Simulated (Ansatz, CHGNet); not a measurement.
For TaAs (model structure, started from the WC type, P-6m2, No. 187, 2 atoms in the cell), the machine-learned potential CHGNet-r²SCAN (trained on r²SCAN data) gives:

- lattice parameter a = 3.506 Å
- lattice parameter c = 3.317 Å

What does r²SCAN+rVV10 (PAW; Ansatz, a program for electronic structure) give for the same quantities?


- lattice constant a: 3.394 Å (falls by 3.2 %)
- lattice parameter c: 3.449 Å (grows by 4.0 %)

Changes are worked out from the printed values.

Unless a cell is named, each level is at its own relaxed cell (CHGNet-r²SCAN 17.65, r²SCAN+rVV10 17.21 Å³/atom).

Levels without +SOC leave out spin–orbit coupling, which shifts energies and cells of such heavy elements.

Ansatz's density-functional and Hartree–Fock values are scalar-relativistic unless marked +SOC, with PAW data made under PBE.

A model structure was made by putting elements into a prototype or built by hand; it is no filed structure, need not be a known phase, and can be a saddle point held by its symmetry.
